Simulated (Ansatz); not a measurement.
O interstitial (fcc Ag host)

The numbers are results of PBE, PAW (plane waves to 420 eV; Ansatz, a quantum-chemistry and plane-wave program), not measurements. Set-up: 32-site cell; 6×6×6 shifted k-points; start: void with 4Ag nearest; energies good to tenths of an eV; the relaxation kept the symmetry of the starting site.

Neighbours after relaxation, in Å: of the O atom: Ag 2.11, Ag 2.11, Ag 2.11, Ag 2.11.

Formation energies E_f are those of the neutral cell. Chemical conditions: impurity bounded by its compound with the host (Δμ(O) = -0.27 eV, bounded by Ag2O (Pn-3m); only phases computed here count, gases as isolated molecules at 0 K). Reference phases: O: O2 molecule in a box.

The name describes the start; the neighbours show where the atoms ended.

| charge | moment (μB) | point group | largest move off a lattice site (Å) | E_f, impurity bounded by its compound with the host (eV) |
|---|---|---|---|---|
| 0 | not spin-polarised | Td | 0.31 | 1.07 |

Point groups are those of the whole cell at tolerances of 0.03 and 0.1 Å ("near" where only the looser one holds); none is given for unsettled states.

Not the lowest form: the same atoms on another site or from another start ended lower, by 0.25 eV at charge 0.
